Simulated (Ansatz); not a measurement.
Take MoTe$_{2}$ (space group P6_3/mmc, No. 194; a = 3.497 Å, c = 13.696 Å; layered, stacked along the Cartesian z axis) as the base. Axes: x lies along a and z along c of the hexagonal cell.

The values are results of PBE-D3(BJ) (Ansatz, a quantum-chemistry and plane-wave program; PAW; 420 eV plane waves; without spin-orbit coupling), not measurements.

Base values:

Band gap: 0.60 eV
Smallest direct gap: 1.03 eV
Gap character: indirect, Γ → K–Γ (44 % along)

The change: uniaxial strain ε_zz = +2.40 %, all other strain components held at zero, atoms relaxed at fixed cell.

Q: Estimate the effect on the band gap.

A: The band gap goes up by 0.12 eV, from 0.60 eV to 0.72 eV.

Q: Estimate the effect on the stress.

A: The stress (xx, yy, zz, yz, xz, xy; compression positive) comes out as (-0.28, -0.28, -1.29, 0.00, 0.00, 0.00) GPa.

Q: What happens to the energy relative to the base?

A: The energy increases by 2.5 meV/atom.

Q: Predict the new largest internal atomic displacement.

A: The largest internal atomic displacement comes out as 0.038 Å.

Q: What does the calculation give for the smallest direct gap after the change?

A: The smallest direct gap rises by 0.07 eV to 1.10 eV.

Q: Estimate the effect on the gap character.

A: The gap character changes from indirect, Γ → K–Γ (44 % along) to indirect, K → K–Γ (44 % along).

With Te present, leaving out spin-orbit coupling can change the band edges. No phonon test of stability was made. The program warned that a D3 coordination switch lies within reach, so dispersion energies are less smooth here.
